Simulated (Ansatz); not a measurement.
Functionals compared on the (111)A surface of zinc-blende GaAs, Ga-terminated, Br on every top atom (bottom of the slab: 3 H on 4 bottom sites), in Ansatz (plane waves, PAW). The structure was relaxed with PBE; the other rows are single points on it. Cutoff 420 eV (500 eV for r2SCAN).

Slab: 39 atoms, 14.8 Å thick at the start with caps and adatoms; k 3x3x1, smearing 0.025 eV, dipole-corrected; 8 atoms held, the rest relaxed; held to the start's symmetry, so lower structures may exist; spin-polarised, no spin-orbit, no U. The slab shows no gap on its mesh. The starting moment vanished. It is one candidate, not shown to be the stable structure of the face. These notes are the PBE run's. r2SCAN: The program's check for a lower electronic state was not made.

```
functional  work function of the top face (eV)  rough cost of the single point
----------  ----------------------------------  ------------------------------
PBE                                       6.56                               –
r2SCAN                              (withheld)         roughly 21 core-minutes
```

Problem. What belongs in the gaps?

Solution. 
- r2SCAN, work function of the top face (eV): 6.91

Ansatz is a first-principles code.
